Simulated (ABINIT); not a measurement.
Worked example: self-consistent single point of PbS₂ (P1, 6 atoms in the cell) in ABINIT.

Method of the run: LDA (PW92), norm-conserving pseudopotentials (PseudoDojo nc-sr-04 LDA standard) (plane waves; ABINIT).

The change in words: atoms moved at random. Reference geometry:
```
CELL_PARAMETERS angstrom
     -3.07497     3.07497     3.77660
      3.07497    -3.07497     3.77660
      3.07497     3.07497    -3.77660
ATOMIC_POSITIONS crystal
  Pb 0.75000 0.75000 0.00000
  Pb 0.25000 0.25000 0.00000
  S  0.11903 0.61903 0.73806
  S  0.88097 0.38097 0.26194
  S  0.61903 0.88097 0.50000
  S  0.38097 0.11903 0.50000
```

Reference input (self-consistent single point, DFT, LDA (PW92), plane waves, norm-conserving pseudopotentials (PseudoDojo nc-sr-04 LDA standard)): pseudos = [Pb.upf, S.upf]; ecut = 28 Ha; ixc = 7; occopt = 3; tsmear = 0.05 eV; ngkpt = 4 4 4; nshiftk = 1; shiftk = 0 0 0; potentials = PseudoDojo nc-sr-04 LDA standard; nband = 34; kptopt = 1; nstep = 50. This run's input differs from it in these lines:

```diff
@@ -13,8 +13,8 @@
 xred
-         0.7500000000    0.7500000000    0.0000000000
-         0.2500000000    0.2500000000    0.0000000000
-         0.1190300000    0.6190300000    0.7380600000
-         0.8809700000    0.3809700000    0.2619400000
-         0.6190300000    0.8809700000    0.5000000000
-         0.3809700000    0.1190300000    0.5000000000
+         0.7502620000    0.7522340000    0.0029400000
+         0.2557290000    0.2456430000    0.0000200000
+         0.1251060000    0.6238770000    0.7381680000
+         0.8828210000    0.3920710000    0.2597620000
+         0.6159630000    0.8785470000    0.4938340000
+         0.3701190000    0.1076290000    0.5052780000
 ecut 28
```

The program printed (abridged):

```
--- !BeginCycle
solver: {iscf: 7, nstep: 50, nline: 4, wfoptalg: 0, }
tolerances: {tolvrs: 1.00E-12, }
...

     iter   Etot(hartree)      deltaE(h)  residm     vres2
 ETOT  1  -184.39223342390    -1.844E+02 2.068E-01 2.819E+02
 ETOT  2  -184.81252426187    -4.203E-01 8.927E-02 4.373E+01
 ETOT  3  -184.82129292786    -8.769E-03 6.396E-03 1.170E+00
 ETOT  4  -184.82138738086    -9.445E-05 9.375E-02 6.999E-02
 ETOT  5  -184.82140488062    -1.750E-05 8.237E-03 8.603E-03
   [... 5 lines left out ...]
 ETOT 11  -184.82140573138    -3.411E-13 6.345E-05 7.782E-10
 ETOT 12  -184.82140573138    -3.581E-12 7.459E-05 5.190E-11
 ETOT 13  -184.82140573138     1.648E-12 1.070E-04 4.503E-12
 ETOT 14  -184.82140573138    -1.450E-12 1.213E-04 6.500E-13
 At SCF step   14       vres2   =  6.50E-13 < tolvrs=  1.00E-12 =>converged.

 Cartesian components of stress tensor (hartree/bohr^3)
  sigma(1 1)=  1.20803335E-04  sigma(3 2)=  3.47367085E-06
  sigma(2 2)=  1.21040810E-04  sigma(3 1)= -1.23751478E-06
  sigma(3 3)=  1.23733191E-04  sigma(2 1)=  5.33268066E-06

 ----iterations are completed or convergence reached----

 reduced coordinates (array xred) for    6 atoms
       0.750262000000      0.752234000000      0.002940000000
       0.255729000000      0.245643000000      0.000020000000
       0.125106000000      0.623877000000      0.738168000000
       0.882821000000      0.392071000000      0.259762000000
       0.615963000000      0.878547000000      0.493834000000
       0.370119000000      0.107629000000      0.505278000000
 cartesian forces (eV/Angstrom) at end:
   [... lines left out ...]
 Fermi (or HOMO) energy (eV) =   4.61927   Average Vxc (eV)= -10.30647
   [... lines left out ...]
total_energy        : -1.84821405731382E+02
total_energy_eV     : -5.02924621690143E+03
band_energy         : -1.11014226828598E+01
...

-Cartesian components of stress tensor (GPa)         [Pressure= -3.5852E+00 GPa]
- sigma(1 1)=  3.55415622E+00  sigma(3 2)=  1.02198908E-01
- sigma(2 2)=  3.56114299E+00  sigma(3 1)= -3.64089358E-02
- sigma(3 3)=  3.64035554E+00  sigma(2 1)=  1.56892855E-01

 Calculation completed.
```

The run converged in 14 iterations. Against the reference run the free energy rises by 3.4 meV/atom, the pressure moves little (-3.61 to -3.59 GPa) and the largest force goes from 0.166 to 0.315 eV/Å.

The starting cell comes from a database of computed structures (which also holds hypothetical and non-ambient phases and stackings), without a prior relaxation at this level. For this run, on top of that: atoms moved at random. With a pressure of about -4 GPa the cell is away from its equilibrium volume at this level. The run gives no clean gap (levels at the Fermi energy touch, overlap or are partly filled at this smearing), which alone does not show that the compound is a metal.

Cost on one core of a shared machine: roughly 5 min.
